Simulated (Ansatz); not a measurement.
Consider a periodic stack without vacuum, bcc Mo (0 0 1) on rutile SnO2 (1 0 0) (film strained to the substrate, started from cuts of the bulks and a machine-learned relaxation; slabs Sn12O20 and Mo18, which can lie off the formulas): substrate slab Sn12O20, film Mo18, surface cells [[0, -1], [2, -1]] and [[0, -1], [3, -1]], film strained by +1.8 and +2.5 %, outermost planes Sn/Sn and Mo/Mo as cut, which need not be the usual terminations and can put a slab off its formula. Its start:

```xyz
50
Lattice="3.2384 0.0000 -0.0510 3.2384 9.6548 -0.0415 0.9380 4.0472 23.9998" Properties=species:S:1:pos:R:3 pbc="T T T"
Sn     3.0586     9.6756     3.3481
Sn     3.0559     4.9528     3.3213
Sn     1.3974     2.4608     0.9906
Sn     4.6125     7.3606     0.6745
O      1.4243     0.9301     2.4136
O      4.6565     5.8399     2.3233
O      3.0316     3.4198     1.9386
O      3.0078     8.2945     1.7895
Sn     3.1623     9.7276     8.1596
Sn     3.1658     4.8885     8.2104
Sn     1.4892     2.4991     5.7542
Sn     4.7266     7.2893     5.7554
O      3.0894     1.5681     4.7746
O      3.0894     6.4130     4.8082
O      1.4560     4.0075     4.3180
O      4.6943     8.7453     4.2629
O      4.7612    10.6415     7.1771
O      4.7640     5.7910     7.2144
O      3.1275     3.3960     6.7145
O      3.1260     8.2160     6.7220
Sn     3.3500     9.7742    13.2370
Sn     3.3260     4.8700    12.9736
Sn     1.6075     2.4280    10.6271
Sn     4.8555     7.3586    10.5833
O      6.4456    11.1776     9.5992
O      3.2107     6.4150     9.6336
O      1.5665     3.9723     9.1973
O      4.8034     8.8420     9.1118
O      4.9296    10.6591    12.0909
O      4.9104     5.7986    11.9471
O      3.2486     3.3187    11.5711
O      3.2619     8.2254    11.5976
Mo     3.6009     3.4893    16.6286
Mo     3.5952     6.7712    16.6893
Mo     3.5954     9.9926    16.5760
Mo     1.9539     5.1540    15.3227
Mo     5.1696     8.3349    15.1857
Mo     5.1703    11.5655    15.1299
Mo     3.6977     3.5270    19.7487
Mo     3.6954     6.7511    19.7171
Mo     3.6970     9.9973    19.7129
Mo     2.0379     5.1327    18.2666
Mo     5.2744     8.3856    18.1810
Mo     5.2757    11.5834    18.1871
Mo     7.0324    13.1719    22.7606
Mo     3.7596     6.7773    22.6380
Mo     3.7672     9.9587    22.7408
Mo     2.1271     5.0960    21.3553
Mo     5.3633     8.3969    21.2244
Mo     5.3692    11.6018    21.3400
```

The start was prepared with a machine-learned potential, and the result is one local minimum, with the in-plane cell held and forces under 0.04 eV/Å; the film can end far from its bulk form.

The numbers are results of PBE (plane waves to 420 eV, PAW; Ansatz, a program for electronic structure), not measurements. Scalar-relativistic, without spin–orbit coupling; the runs are not spin-polarised. Its k-point mesh 8×3×1, Fermi–Dirac width 0.05 eV.

Question: Predict the relaxed interface.

Answer: 
```
Item                                                                                                                                                                                   Value
--------------------------------------------------------------------------------  ----------------------------------------------------------------------------------------------------------
interface area                                                                                                                                                                       31.3 Å²
period                                                                                                                                                                               23.90 Å
heights between the nearest atoms of the two slabs at the two interfaces                                                                                                     1.90 and 1.86 Å
Mo–Sn contacts across the interfaces within 1.22 times the sum of covalent radii                                                                                             14, mean 2.99 Å
Mo–O contacts across the interfaces within 1.22 times the sum of covalent radii                                                                                               2, mean 2.61 Å
estimate of the barrier                                                           withheld, since the Fermi level falls at or inside a band of the host, which a slab this thin can't settle
```
